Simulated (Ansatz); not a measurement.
Where the default PAW files enter, the runs use the earlier of Ansatz's two default sets.

The decay constant κ of evanescent states in the gap governs leakage through a thin film.

Here is the system:

```
BN
1.0
    2.55394     0.00000     0.00000
   -1.27697     2.21178     0.00000
    0.00000     0.00000     4.10004
B N
2 2
Direct
  0.66667   0.33333   0.99972
  0.33333   0.66667   0.49972
  0.66667   0.33333   0.62528
  0.33333   0.66667   0.12528
```

Space group of this cell: P6_3mc, wurtzite. The cell is strained (lengths along the current scaled by 0.97, ions clamped); by r2SCAN its mean pressure is 7.6 GPa.

Transport runs along the normal of the first two printed cell vectors, the (001) (indices of the unstrained crystal) plane of the conventional cell.

The gap is the functional's own, uncorrected, and κ follows it; spin-orbit coupling is left out. Mid-gap values are interpolated between the computed energies.

Task: Give the band gap and the smallest decay constant κ at mid-gap that r2SCAN (Ansatz, an electronic-structure program) yields.

Result: Gap 5.82 eV on a 18×18×8 mesh; κ = 0.409 1/Å, at the zone centre.
